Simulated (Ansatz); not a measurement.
**A self-consistent single point of AlNi (Cmmm, 2 atoms in the cell) with Ansatz (an electronic-structure program)**

Method: LDA (PW92), default PAW files made with PBE (plane waves; Ansatz).

Input:

Ansatz 0.2 input:
```yaml
crystal:
  lattice:
    - [1.932879, -1.947330, 0.000000]
    - [1.932879, 1.947330, 0.000000]
    - [0.000000, 0.000000, 3.090132]
  atoms:
    - { symbol: Al, position: [0.000000, 0.000000, 0.000000] }
    - { symbol: Ni, position: [0.500000, 0.500000, 0.500000] }
basis:
  ecutwfc: 30.9 Ry
kpoints:
  mp_grid:
    grid: [12, 12, 11]
hamiltonian:
  xc: lda
  pseudopotentials:
    kind: paw
scf:
  occupations:
    method: gaussian
    width: 0.0073 Ry
output:
  forces: true
  eigenvalues: true
  stress: true
```

Output (repeated stretches shortened):

```
WARN ansatz: RAYON_NUM_THREADS=1 ignored (pool sized by the plan → 1); use --threads N
Pseudopotentials: kind: paw
Pseudopotential: Al, paw, valence charge 3
Pseudopotential: Ni, paw, valence charge 18
Crystal: 2 atoms, lattice volume = 23.262 Å³
Basis set: ecut = 420.4159175005146 eV, 475 PW (Γ)
Bands: 15, of which v1, the nominal top of the filled ones, is band 11 counted from 1 (10 counted from 0)
Symmetry: 8 space group operations
Space group: Cmmm (ITA 65), of the structure as read, at distance tolerance 2.9e-5 Å
k-points: 258 of 1584
PAW frozen core: Al, regenerated for the run's functional, and the local potential with it
PAW frozen core: Ni, regenerated for the run's functional, and the local potential with it
Initial density: superposition of atomic densities (neutral atoms: chi_scale 0, normalization atom), corrected by the library's trained network
Initial wavefunctions: pseudopotential atomic-orbital guess
Eigensolver: davidson
Functional: x = slater, c = lda
SCF iter   1: F=—  HF=-6287.621788 eV  |F-HF|=—  |Δ(HF+E_count)|=         —  Δρ=1.36e-2  dr2=1.72e-2  ethr=1.77e-3  ⟨swp⟩=4.6  Hψ=17686  notcnv=0
all-band conjugate gradients solve this SCF's bands
preconditioner: auto → none
SCF iter   2: F=—  HF=-6287.618432 eV  |F-HF|=—  |Δ(HF+E_count)|=   3.36e-3  Δρ=3.13e-3  dr2=9.45e-4  ethr=8.21e-5  ⟨swp⟩=3.0  Hψ=8632  notcnv=0  defer=40
SCF iter   3: F=—  HF=-6287.618231 eV  |F-HF|=—  |Δ(HF+E_count)|=   2.01e-4  Δρ=9.87e-4  dr2=1.44e-4  ethr=4.50e-6  ⟨swp⟩=1.2  Hψ=4220  notcnv=0  defer=40
SCF iter   4: F=—  HF=-6287.618200 eV  |F-HF|=—  |Δ(HF+E_count)|=   3.11e-5  Δρ=1.24e-4  dr2=3.82e-6  ethr=6.84e-7  ⟨swp⟩=1.0  Hψ=3776  notcnv=0  defer=40
SCF iter   5: F=—  HF=-6287.618206 eV  |F-HF|=—  |Δ(HF+E_count)|=   5.17e-6  Δρ=1.96e-5  dr2=4.97e-8  ethr=1.82e-8  ⟨swp⟩=2.2  Hψ=5281  notcnv=0  defer=40
SCF iter   6: F=-6287.618206 eV  HF=-6287.618206 eV  |F-HF|=1.25e-10  |Δ(HF+E_count)|=   4.18e-9  Δρ=2.10e-6  dr2=2.18e-10  ethr=2.36e-10  ⟨swp⟩=3.9  Hψ=14747  notcnv=0
SCF 1 converged in 6 iterations: F = -6287.618206 eV  dr2 = 2.18e-10
SCF converged after 6 iterations
Free energy (F): -6287.618206 eV
Harris-Foulkes:  -6287.618206 eV  (|F-HF|=1.25e-10)
Internal energy: -6287.614297 eV  (E = F + TS)
E sigma→0 (E₀):  -6287.616251 eV
Entropy (-TS):   -0.003908 eV (-1.954 meV/atom)
Fermi energy:    14.100837 eV
--- Per-component energies (eV) ---
  E_band       = -331.085768
  E_kinetic    = 312.920985
  E_local      = -4427.805166  (includes V_loc(G=0)·N_el)
  E_nonlocal   = 651.151977
  E_hartree    = 1904.642826
  E_xc         = -126.181065
  E_vxc        = -141.725241  (∫ρ·V_xc dr)
  E_paw        = -2009.334120  (= ΣΔE_a)
  E_vpaw       = -534.915015  (= ΣTr[D̂ρ^β])
  E_aug_tail   = 0.000443  (compensation charges beyond the density's cutoff)
  E_ewald      = -2593.500015
  E_core_change = 0.489837  (= ΣΔE_core)
  E_smearing   = -0.003908  (= −TS)
  E_closure    = 0.000000  (closes the sum)
  Σ components = -6287.618206   (vs F -6287.618206, Δ=0.00e0)
--- Forces (eV/Å), atoms counted from 1 ---
  atom   1  Al     0.00000000     0.00000000     0.00000000
  atom   2  Ni     0.00000000     0.00000000     0.00000000
  max |Σ_I F_I| component: 2.56e-29 eV/Å
--- Stress (GPa, compression-positive) ---
       -0.460746       0.000000       0.000000
        0.000000      -1.954795       0.000000
        0.000000       0.000000      -8.278110
  P = ⅓ Tr σ = -3.5646 GPa (-35.646 kbar)
  The stress holds the Pulay correction. Without it, at fixed plane waves, as pw.x and ABINIT print it: P = -3.6534 GPa
--- Band table (eV; the first three rows and the last of 258) ---
  k-point 0: bands = ["-88.4333", "-49.2953", "-49.2464", "-49.2414", "2.7933", "10.6413", "10.7792", "12.4288", "12.4496", "12.7611", "17.0528", "21.1563", "21.2016", "21.3694", "22.8227"]
  k-point 1: bands = ["-88.4333", "-49.2961", "-49.2464", "-49.2414", "2.9259", "10.5807", "10.8030", "12.3901", "12.4114", "12.7645", "16.1542", "21.3233", "21.3670", "22.4344", "22.8036"]
  k-point 2: bands = ["-88.4332", "-49.2983", "-49.2463", "-49.2412", "3.3204", "10.3226", "10.8679", "12.2894", "12.3120", "12.7739", "14.6715", "21.8067", "21.8476", "22.7496", "24.3974"]
  k-point 257: bands = ["-88.4268", "-49.2976", "-49.2831", "-49.2787", "9.8781", "9.9195", "9.9483", "12.8528", "13.2758", "15.9940", "16.0026", "16.1172", "17.9913", "18.4958", "18.5906"]
```

The run converged in 6 iterations.

The starting cell comes from a database of computed structures (which also holds hypothetical and non-ambient phases and stackings), without a prior relaxation at this level. Its lattice was rescaled by up to half a per cent. Spin polarisation is off. With a pressure of about -4 GPa the cell is away from its equilibrium volume at this level. Ansatz's pressure includes its estimate of the finite-basis (Pulay) stress.
